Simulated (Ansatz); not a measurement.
The starting structures come from a database of crystals and need not be the phases stable at ambient conditions.

The decay constant κ of evanescent states in the gap governs leakage through a thin film.

Input:

```
CoAsS
1.0
    5.55751     0.00000     0.00000
    0.00000     7.85951     0.00000
    0.00000     3.92975     3.92975
Co As S
4 4 4
Direct
  0.00692   0.49308   0.00000
  0.50692   0.00692   0.50000
  0.99308   0.99308   0.01384
  0.49308   0.50692   0.48616
  0.87952   0.37952   0.50000
  0.37952   0.12048   0.00000
  0.12048   0.87952   0.74096
  0.62048   0.62048   0.75904
  0.11738   0.61738   0.50000
  0.61738   0.88262   0.00000
  0.88262   0.11738   0.26524
  0.38262   0.38262   0.23476
```

Space group of this cell: P2_13. The cell is taken as given.

Transport runs along the normal of the first two printed cell vectors, the (110) plane of the conventional cell.

The gap is the functional's own. No spin-orbit coupling. Mid-gap values are interpolated on the energy grid.

Compute, with r2SCAN run with Ansatz (a first-principles code), the band gap and the smallest decay constant κ at mid-gap.

Gap 1.13 eV on a 8×8×8 mesh; κ = 0.187 1/Å, at (0.000, 0.250) of the in-plane reciprocal vectors. At the zone centre, at the nearest computed energy, the slowest state has κ = 0.20 1/Å.
